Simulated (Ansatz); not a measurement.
Worked example: self-consistent single point of a (001) slab of Pb (cut from a parent of space group no. 194; 4 atoms in the cell) in Ansatz (an electronic-structure program).

Method of the run: PBEsol, default PAW files made with PBE (plane waves; Ansatz).

The change in words: vacuum of 7 angstrom (first run: 14 Å). Reference geometry:
```xyz
4
Lattice="3.4542 0.0000 0.0000 -1.7271 2.9915 0.0000 0.0000 0.0000 22.9511" Properties=species:S:1:pos:R:3 pbc="T T T"
Pb     0.0000     1.9943     7.0000
Pb     1.7271     0.9972     9.9837
Pb     0.0000     1.9943    12.9674
Pb     1.7271     0.9972    15.9511
```

Reference input (self-consistent single point, DFT, PBEsol, plane waves, default PAW files made with PBE): basis.ecutwfc = 420 eV; kpoints.mp_grid.grid = 10 10 1; hamiltonian.xc = pbesol; hamiltonian.pseudopotentials = {kind: paw} (the program's default PAW files); scf.occupations.method = gaussian; scf.occupations.width = 0.1 eV. This run's input differs from it in these lines:

Ansatz 0.2 input:
```diff
@@ -5,8 +5,8 @@
     - [-1.72711600, 2.99145300, 0.00000000]
-    - [0.00000000, 0.00000000, 22.95109700]
+    - [0.00000000, 0.00000000, 15.95111100]
   atoms:
-    - { symbol: Pb, position: [0.33333300, 0.66666700, 0.30499600] }
-    - { symbol: Pb, position: [0.66666700, 0.33333300, 0.43499900] }
-    - { symbol: Pb, position: [0.33333300, 0.66666700, 0.56500100] }
-    - { symbol: Pb, position: [0.66666700, 0.33333300, 0.69500400] }
+    - { symbol: Pb, position: [0.33333300, 0.66666700, 0.21942000] }
+    - { symbol: Pb, position: [0.66666700, 0.33333300, 0.40647400] }
+    - { symbol: Pb, position: [0.33333300, 0.66666700, 0.59352600] }
+    - { symbol: Pb, position: [0.66666700, 0.33333300, 0.78058000] }
 basis:
```

The program printed (abridged):

```
SCF iter   1: F=—  HF=-47019.176982 eV  |F-HF|=—  |Δ(HF+E_count)|=         —  Δρ=1.98e-3  dr2=2.17e-2  ethr=1.77e-3  ⟨swp⟩=8.4  Hψ=2285  notcnv=0
all-band conjugate gradients solve this SCF's bands
preconditioner: auto → LDOS
SCF iter   2: F=—  HF=-47019.176398 eV  |F-HF|=—  |Δ(HF+E_count)|=   5.85e-4  Δρ=1.17e-3  dr2=4.31e-3  ethr=3.88e-5  ⟨swp⟩=2.6  Hψ=982  notcnv=0  defer=2
SCF iter   3: F=—  HF=-47019.175581 eV  |F-HF|=—  |Δ(HF+E_count)|=   8.17e-4  Δρ=3.07e-4  dr2=3.47e-4  ethr=7.69e-6  ⟨swp⟩=2.0  Hψ=845  notcnv=0  defer=2
SCF iter   4: F=—  HF=-47019.175522 eV  |F-HF|=—  |Δ(HF+E_count)|=   5.86e-5  Δρ=7.03e-5  dr2=1.18e-5  ethr=6.20e-7  ⟨swp⟩=2.0  Hψ=841  notcnv=0  defer=2
SCF iter   5: F=—  HF=-47019.175509 eV  |F-HF|=—  |Δ(HF+E_count)|=   1.36e-5  Δρ=2.01e-5  dr2=9.89e-7  ethr=2.11e-8  ⟨swp⟩=2.0  Hψ=850  notcnv=0  defer=2
SCF iter   6: F=-47019.175509 eV  HF=-47019.175509 eV  |F-HF|=6.19e-8  |Δ(HF+E_count)|=   1.76e-8  Δρ=4.59e-6  dr2=9.55e-8  ethr=1.79e-10  ⟨swp⟩=9.8  Hψ=2397  notcnv=0
SCF 1 converged in 6 iterations: F = -47019.175509 eV  dr2 = 9.55e-8
Free energy (F): -47019.175509 eV
Internal energy: -47019.164715 eV  (E = F + TS)
E sigma→0 (E₀):  -47019.170112 eV
Entropy (-TS):   -0.010794 eV (-2.698 meV/atom)
Fermi energy:    6.931513 eV
--- Forces (eV/Å), atoms counted from 1 ---
  atom   1  Pb    -0.00000000     0.00000000     0.37127339
  atom   2  Pb     0.00000000    -0.00000000    -0.31119051
  atom   3  Pb    -0.00000000     0.00000000     0.31119051
  atom   4  Pb     0.00000000    -0.00000000    -0.37127339
--- Stress (GPa, compression-positive) ---
       -1.114764       0.000000      -0.000000
        0.000000      -1.114764       0.000000
       -0.000000       0.000000      -2.181321
  P = ⅓ Tr σ = -1.4703 GPa (-14.703 kbar)
  The stress holds the Pulay correction. Without it, at fixed plane waves, as pw.x and ABINIT print it: P = -1.4846 GPa
```

The run converged in 6 iterations. Against the reference run the free energy goes up by 2.7 meV/atom and the largest force hardly changes (0.363 to 0.371 eV/Å).

The starting cell comes from a database of computed structures (which also holds hypothetical and non-ambient phases and stackings), without a prior relaxation at this level. The slab is cut from that crystal, and its faces are unrelaxed. Its lattice was rescaled by up to half a per cent. Spin-orbit coupling is off.
